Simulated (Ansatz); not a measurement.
## Short convergence ladders for the (001) slab of Lu2SeO2 (cut from a parent of space group no. 164; 5 atoms in the cell)

```
Lu2O2Se
1.0
    3.72723     0.00000     0.00000
   -1.86361     3.22787     0.00000
    0.00000     0.00000    18.99871
Lu Se O
2 1 2
Cartesian
  0.00000   2.15192  11.45411
  1.86362   1.07596   7.54471
  0.00000   0.00000   9.49941
  0.00000   2.15192   7.00000
  1.86362   1.07596  11.99871
```

Base method: PBEsol, default PAW files made with PBE (plane waves; Ansatz, a first-principles code).

Base settings: basis.ecutwfc = 420 eV; kpoints.mp_grid.grid = 7 7 1; hamiltonian.xc = pbesol; hamiltonian.pseudopotentials = {kind: paw} (the program's default PAW files); scf.occupations.method = fermi_dirac; scf.occupations.width = 0.02 eV.

The count of work is k-points × plane waves × bands × iterations; it is no time. Core times come from one kind of shared machine, to one figure; runs under 30 s give none.

**The k-point mesh**

Only quantities that move along the ladder and can be compared are tabulated.

| kpoints.mp_grid.grid | free energy less the last step's (meV/atom) | largest difference of a force vector from the last step's (eV/Å) | gap on the mesh (eV) | count of work / last |
|---|---|---|---|---|
| 2 2 1 | 148.53 | 0.360 | 2.094 | 0.050 |
| 3 3 1 | 23.76 | 0.052 | 2.159 | 0.075 |
| 4 4 1 | 5.99 | 0.016 | 2.187 | 0.10 |
| 5 5 1 | 1.54 | 0.005 | 2.200 | 0.12 |
| 6 6 1 | 0.46 | 0.002 | 2.204 | 0.17 |
| 7 7 1 | 0.13 | 0.001 | 2.206 | 0.20 |
| 8 8 1 | 0.03 | 0.000 | 2.207 | 0.25 |
| 9 9 1 | 0.00 | 0.000 | 2.207 | 0.30 |
| 10 10 1 | 0.00 | 0.000 | 2.207 | 0.35 |
| 12 12 1 | 0.00 | 0.000 | 2.207 | 0.47 |
| 14 14 1 | -0.01 | 0.000 | 2.207 | 0.60 |
| 16 16 1 | -0.02 | 0.000 | 2.207 | 0.75 |
| 19 19 1 | 0.00 | 0.000 | 2.207 | 1.0 |

Coarsest kpoints.mp_grid.grid that holds the forces within 0.01 eV/Å of the last step, with all finer ones: 5 5 1, at 0.12 of the last step's count of work; the step before is off by 0.016 eV/Å.

Coarsest kpoints.mp_grid.grid that holds the free energy within 1 meV/atom of the last step, with all finer ones: 6 6 1, at 0.17 of the last step's count of work; the step before is off by 1.5 meV/atom.

**The depth of the slab**

The mesh stays at the base's, so the ladder's end is converged at best in this setting alone.

Only quantities that move along the ladder and can be compared are tabulated.

| atoms | gap on the mesh (eV) | count of work / last | core time / last (rough) |
|---|---|---|---|
| 5 | 2.206 | 0.069 | – |
| 10 | 2.040 | 0.23 | – |
| 15 | 1.949 | 0.43 | 0.3 |
| 20 | 1.906 | 0.69 | 0.6 |
| 25 | 1.883 | 1.0 | 1 |

Smallest size that holds the gap on the mesh within 0.1 eV of the last step, with all finer ones: 15, at 0.43 of the last step's count of work and about 0.3 of the last step's time; the step before is off by 0.16 eV.

On the base run: the starting cell comes from a database of computed structures (which also holds hypothetical and non-ambient phases and stackings), without a prior relaxation at this level. The slab is cut from that crystal, and its faces are unrelaxed. Its lattice was rescaled by up to half a per cent. Spin-orbit coupling is off. Spin polarisation is off, though cut faces can carry moments; a gap of a slab can lie between surface states.

Keys are those of Ansatz 0.2.
